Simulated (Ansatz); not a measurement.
System: CsCl-type ScIr. Method: r²SCAN+rVV10 (Ansatz, a program for electronic structure, plane waves, PAW).

Numerical settings: plane-wave cutoff 500 eV, 18×18×18 k mesh, Fermi–Dirac smearing 0.1 eV, no spin polarisation, scalar-relativistic PAW data made under PBE.

Computed at the level's own relaxed cell.

### Question
Estimate the equilibrium volume per atom and lattice parameter a that the calculation returns.

### Answer

- equilibrium volume per atom: 16.42 Å³/atom
- lattice parameter a: 3.202 Å

The run finds no gap.

Spin–orbit coupling is not included.

Static lattice: no zero-point or thermal effects.

Computing time: very roughly 80 core-seconds.
